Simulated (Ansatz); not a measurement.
Functionals compared on a constructed model of the (111) surface of fcc Ni, ferromagnetic, a pseudomorphic layer of Si in the host's stacking (bottom of the slab: a bare face, its two planes held), in Ansatz (plane waves, PAW). The structure was relaxed with PBE; the other rows are single points on it. Cutoff 420 eV.

Set-up: 7 atoms, 12.2 Å thick at the start; mesh 17x17x1; 0.1 eV smearing; dipole correction on; 2 atoms held, the rest relaxed; symmetry of the start imposed; spin-polarised, ending with about 3.3 μB a cell; orders that need a larger cell were not tried, no spin-orbit, no U. In PBE it is, or lies within 0.01 eV a 1x1 cell of, the lowest of the 2 structures of its composition computed so far; larger cells were not tried. These notes are the PBE run's.

```tsv
functional	work function of the top face (eV)	magnetic moment of the cell (μB)	rough cost of the single point
PBE	4.41	3.30	–
RPBE	4.32	3.35	very roughly 80 core-seconds
```

Ansatz is a program for electronic structure.
